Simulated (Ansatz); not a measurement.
Functionals compared on a constructed model of the (100) surface of fcc Pt, a pseudomorphic layer of V in the host's stacking (bottom of the slab: a bare face, its two planes held), in Ansatz (plane waves, PAW). The structure was relaxed with PBE; the other rows are single points on it. Cutoff 420 eV.

Model: 7-atom slab, 12.2 Å thick at the start, 13x13x1 mesh, Fermi-Dirac 0.1 eV, dipole correction, 2 atoms held, the rest relaxed; symmetry of the start imposed; spin-polarised, ending with about 2.5 μB a cell; orders that need a larger cell were not tried, no spin-orbit, no U. It is one candidate, not shown to be the stable structure of the face. These notes are the PBE run's.

| functional | work function of the top face (eV) | magnetic moment of the cell (μB) | rough cost of the single point |
|---|---|---|---|
| PBE | 3.99 | 2.54 | – |
| RPBE | … | 2.72 | about 3 core-minutes (a rough figure) |

Problem. Complete the blanks.

Solution. 
- RPBE, work function of the top face (eV): 3.84

Ansatz is a first-principles code.
